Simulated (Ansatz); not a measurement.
A computed series for Mo: response to strain

Consider Mo in the bcc (W type) structure (space group Im-3m, No. 229; a = 3.130 Å; relaxed with 0.1 eV smearing). Axes: x, y, z lie along the cube axes.

Strains are applied to the cell and any free atomic positions relax.

Calculations: PBEsol, PAW, 420 eV (Ansatz, a program for electronic structure; scalar-relativistic without spin-orbit coupling).

Notes on the quantities. energy relative to the base: free energy F; pressure: mean of the normal stresses, compression positive.

| change | shortest interatomic distance | energy relative to the base | pressure |
|---|---|---|---|
| base | 2.711 Å | 0 meV/atom | 0.0 GPa |
| uniaxial strain ε_zz = −3.00 % | 2.684 Å | +23 meV/atom | 9.2 GPa |
| uniaxial strain ε_zz = −2.00 % | 2.693 Å | +9.8 meV/atom | 5.9 GPa |
| uniaxial strain ε_zz = −1.50 % | ___ | ___ | ___ |
| uniaxial strain ε_zz = −1.00 % | 2.702 Å | +2.4 meV/atom | 2.9 GPa |
| uniaxial strain ε_zz = −0.50 % | 2.706 Å | +0.6 meV/atom | 1.4 GPa |
| uniaxial strain ε_zz = +0.50 % | 2.715 Å | +0.6 meV/atom | -1.4 GPa |
| uniaxial strain ε_zz = +1.50 % | 2.724 Å | +5.1 meV/atom | -4.0 GPa |
| uniaxial strain ε_zz = +2.00 % | 2.729 Å | +9.0 meV/atom | -5.3 GPa |
| uniaxial strain ε_zz = +2.50 % | 2.733 Å | +14 meV/atom | -6.5 GPa |

**Question.** What belongs in the blanks?

**Answer.** 
- uniaxial strain ε_zz = −1.50 %, shortest interatomic distance: 2.697 Å
- uniaxial strain ε_zz = −1.50 %, energy relative to the base: +5.5 meV/atom
- uniaxial strain ε_zz = −1.50 %, pressure: 4.4 GPa

Stability against distortions was not tested. The final runs are not spin-polarised.
